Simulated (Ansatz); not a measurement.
How the bulk modulus of TiAl (Pm-3m, No. 221, 2 atoms in the cell; start mp-1061123; a measured phase of this formula has another space group) moves with the method

No measured value is used here.

```csv
level (code),value (GPa),cell (Å³/atom)
LDA (Ansatz),126,15.25
PBEsol (Ansatz),119,15.72
r²SCAN (Ansatz),120,15.95
```

The crystal itself was run without spin with LDA, PBEsol, r²SCAN; a magnetic state was not tried in these runs. LDA, PBEsol, r²SCAN: the run has no spin polarisation, so it can have missed a magnetic state. LDA, PBEsol, r²SCAN: the bulk modulus is −V dP/dV from two relaxed cells at ±2 % in volume. LDA, PBEsol, r²SCAN: the relaxation could not lower the start's symmetry, so the cell can be a saddle point above a distorted one. Each level is taken at its own relaxed cell. Cutoffs differ between the levels. Ansatz's density-functional and Hartree–Fock values are scalar-relativistic unless marked +SOC, with PAW data made under PBE.

A start named mp-… is a Materials Project structure, which need not be a measured phase.

Ansatz is a quantum-chemistry and plane-wave program.
